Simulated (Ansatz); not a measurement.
HgCdSe2 (P-4m2, No. 115, 4 atoms in the cell; start mp-1226729)

Computed with PBEsol (Ansatz, an electronic-structure program, PAW).

Settings: plane-wave cutoff 500 eV, 10×10×8 k mesh (along the axes of the cell as run), Fermi–Dirac smearing 0.05 eV, scalar-relativistic PAW data made under PBE.

Cell (relaxed at this level):

```yaml
crystal:
  lattice:
    - [4.32339, 0.00000, 0.00000]
    - [0.00000, 4.32339, 0.00000]
    - [0.00000, 0.00000, 6.09523]
  atoms:
    - { symbol: Cd, position: [0.50000, 0.50000, 0.50000] }
    - { symbol: Hg, position: [0.00000, 0.00000, 0.00000] }
    - { symbol: Se, position: [0.00000, 0.50000, 0.25263] }
    - { symbol: Se, position: [0.50000, 0.00000, 0.74737] }
```

band gap: zero (no gap)

Note: the relaxation could not lower the start's symmetry, so the cell can be a saddle point above a distorted one.

Spin–orbit coupling is not included; it can shift volumes and moduli of such heavy elements.

The result took around 2.6 core-minutes (rough).

A start named mp-… is a Materials Project structure, which need not be a measured phase.
